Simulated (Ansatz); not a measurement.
Input and output of a self-consistent single point for Ta₂H (P2, 3 atoms in the cell) (Ansatz, a program for electronic structure).

Method of the run: LDA (PW92), harder PAW files (source: ansatz) made with PBE (plane waves; Ansatz).

```
CELL_PARAMETERS angstrom
      1.72910    -2.38333     0.00000
      1.72910     2.38333     0.00000
      0.00000     0.00000     4.78236
ATOMIC_POSITIONS crystal
  Ta 0.00000 0.50000 0.27503
  Ta 0.50000 0.00000 0.73543
  H  0.00000 0.00000 0.00000
```

Reference input (self-consistent single point, DFT, LDA (PW92), plane waves, default PAW files made with PBE): basis.ecutwfc = 30.9 Ry; kpoints.mp_grid.grid = 8 8 5; hamiltonian.xc = lda; hamiltonian.pseudopotentials = {kind: paw} (the program's default PAW files); scf.occupations.method = fermi_dirac; scf.occupations.width = 0.0073 Ry. This run's input differs from it in these lines:

Ansatz 0.2 input:
```diff
@@ -11,3 +11,3 @@
 basis:
-  ecutwfc: 30.9 Ry
+  ecutwfc: 88.2 Ry
 kpoints:
@@ -19,2 +19,3 @@
     kind: paw
+    source: ansatz
 scf:
```

Output, abridged:

```
SCF iter   1: F=—  HF=-33078.502555 eV  |F-HF|=—  |Δ(HF+E_count)|=         —  Δρ=6.60e-2  dr2=1.91e0  ethr=3.10e-3  ⟨swp⟩=3.9  Hψ=10685  notcnv=0
all-band conjugate gradients solve this SCF's bands
preconditioner: auto → Kerker (q_TF=auto, 2.884 Å⁻¹)
SCF iter   2: F=—  HF=-33078.002966 eV  |F-HF|=—  |Δ(HF+E_count)|=   5.00e-1  Δρ=3.75e-2  dr2=6.81e-1  ethr=3.10e-3  ⟨swp⟩=3.0  Hψ=6923  notcnv=0  defer=14
   [... lines left out ...]
SCF iter   6: F=—  HF=-33077.725578 eV  |F-HF|=—  |Δ(HF+E_count)|=   2.43e-4  Δρ=3.36e-4  dr2=8.61e-5  ethr=2.78e-6  ⟨swp⟩=2.0  Hψ=5731  notcnv=0  defer=9
SCF iter   7: F=—  HF=-33077.725691 eV  |F-HF|=—  |Δ(HF+E_count)|=   1.14e-4  Δρ=8.07e-5  dr2=3.20e-6  ethr=1.56e-7  ⟨swp⟩=2.0  Hψ=6184  notcnv=0  defer=9
SCF iter   8: F=—  HF=-33077.725690 eV  |F-HF|=—  |Δ(HF+E_count)|=   9.70e-7  Δρ=1.57e-5  dr2=8.71e-8  ethr=1.82e-10  ⟨swp⟩=4.3  Hψ=16445  notcnv=0
SCF iter   9: F=-33077.725690 eV  HF=-33077.725690 eV  |F-HF|=1.80e-8  |Δ(HF+E_count)|=   2.05e-8  Δρ=4.60e-6  dr2=1.18e-8  ethr=1.58e-10  ⟨swp⟩=5.0  Hψ=12612  notcnv=0
SCF 1 converged in 9 iterations: F = -33077.725690 eV  dr2 = 1.18e-8
Free energy (F): -33077.725690 eV
Internal energy: -33077.675308 eV  (E = F + TS)
E sigma→0 (E₀):  -33077.700499 eV
Entropy (-TS):   -0.050382 eV (-16.794 meV/atom)
Fermi energy:    20.868739 eV
--- Forces (eV/Å), atoms counted from 1 ---
  atom   1  Ta     0.00000000     0.00000000    -0.49748531
  atom   2  Ta    -0.00000000     0.00000000     0.33091505
  atom   3  H     -0.00000000    -0.00000000     0.16660698
--- Stress (GPa, compression-positive) ---
      -11.566084      -0.454229       0.000000
       -0.454229     -11.116445       0.000000
        0.000000       0.000000      -9.985381
  P = ⅓ Tr σ = -10.8893 GPa (-108.893 kbar)
  The stress holds the Pulay correction. Without it, at fixed plane waves, as pw.x and ABINIT print it: P = -10.8946 GPa
```

The run converged in 9 iterations. Against the reference run the pressure moves little (-10.91 to -10.89 GPa) and the largest force hardly changes (0.499 to 0.497 eV/Å).

The starting cell comes from a database of computed structures (which also holds hypothetical and non-ambient phases and stackings), without a prior relaxation at this level. Its lattice was rescaled by up to half a per cent. One atom was moved a little off its site on purpose. Spin polarisation is off. Ansatz's pressure includes its estimate of the finite-basis (Pulay) stress.

Cost on one core of a shared machine: roughly 40 s.
